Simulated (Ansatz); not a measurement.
System: BSiCN (model structure, started from the AlSiCN type, P3m1, No. 156, 4 atoms in the cell). Method: PBE0 (Ansatz, an electronic-structure program, PAW).

Settings: plane-wave cutoff 460 eV, 12×12×6 k mesh (along the axes of the cell as run), Fermi–Dirac smearing 0.01 eV, scalar-relativistic PAW data made under PBE.

Cell (relaxed with PBEsol):

```cif
data_CBNSi
_chemical_formula_sum 'B1 Si1 C1 N1'
_space_group_name_H-M_alt 'P 1'
_space_group_IT_number 1
_cell_length_a 2.86149
_cell_length_b 2.86149
_cell_length_c 4.63507
_cell_angle_alpha 90.000
_cell_angle_beta 90.000
_cell_angle_gamma 120.000
loop_
_space_group_symop_operation_xyz
  'x, y, z'
loop_
_atom_site_label
_atom_site_type_symbol
_atom_site_fract_x
_atom_site_fract_y
_atom_site_fract_z
_atom_site_occupancy
B1 B 0.33333 0.66667 0.49143 1
Si1 Si 0.66667 0.33333 0.00173 1
C1 C 0.33333 0.66667 0.14588 1
N1 N 0.66667 0.33333 0.61095 1
```

**Question.** Estimate the band gap and smallest direct gap on the k points sampled that the calculation returns.

**Answer.** 
- band gap: 4.33 eV (on the SCF k mesh) (indirect)
- smallest direct gap on the k points sampled: 5.74 eV

Note: the relaxation could raise the start's symmetry but not lower it, so the cell can be a saddle point; cell and atoms aren't relaxed at this level (largest force component 0.22 eV/Å, pressure -2.1 GPa).

The computed numbers hold no vibrational or temperature effects.

It cost about 5 core-minutes (a rough figure) of CPU time.

A model structure was made by putting elements into a prototype or built by hand; it is no filed structure, need not be a known phase, and can be a saddle point held by its symmetry.
